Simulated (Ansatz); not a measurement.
N on the 1x1 (111) surface of fcc Cu, one in a 2x2 cell, energies for each (22.8 Å²). Energies are against ½ N2(g), without zero-point or thermal terms; each row is named by its start.

The numbers are results of PBE (plane waves to 420 eV, PAW; Ansatz, a first-principles code), not measurements.

Q: Which site binds most strongly?
A) hollow Cu-Cu-Cu over Cu at depth 4.1 Å
B) hollow Cu-Cu-Cu over Cu at depth 2.1 Å
C) top Cu

A: A, hollow Cu-Cu-Cu over Cu at depth 4.1 Å. Adsorption energies: hollow Cu-Cu-Cu over Cu at depth 4.1 Å 1.47 eV; hollow Cu-Cu-Cu over Cu at depth 2.1 Å 1.60 eV; top Cu 3.71 eV.
